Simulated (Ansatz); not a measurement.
Consider Ag in the fcc (Cu type) structure (space group Fm-3m, No. 225; relaxed with 0.1 eV smearing).

```
CELL_PARAMETERS angstrom
      0.00000     2.02691     2.02691
      2.02691     0.00000     2.02691
      2.02691     2.02691     0.00000
ATOMIC_POSITIONS crystal
  Ag 0.00000 0.00000 0.00000
```

Cartesian axes are those of the cell as printed.

Computed with PBEsol (Ansatz, a first-principles code; PAW; 420 eV plane waves; no spin-orbit coupling).

The change: tensor shear ε_xy = +2.00 % (engineering shear γ = 0.0400); the atoms relax in the strained cell.

Problem. Predict the stress tensor and what it implies for the stiffness.

Solution. Stress of the strained cell less that of the base (GPa, compression positive):
```
    0.4    -2.2     0.0
   -2.2     0.4     0.0
    0.0     0.0    -0.1
```

Then −Δσ/γ with γ = 2ε = 0.0400 gives secant stiffness values (nonlinear terms included at this strain): C66 ≈ 55 GPa.

As a check, the harmonic strain energy −½ V₀ Δσ:ε is 4.5 meV/atom; the computed energy rise is 4.6 meV/atom.

Whether these cells are dynamically stable was not tested.
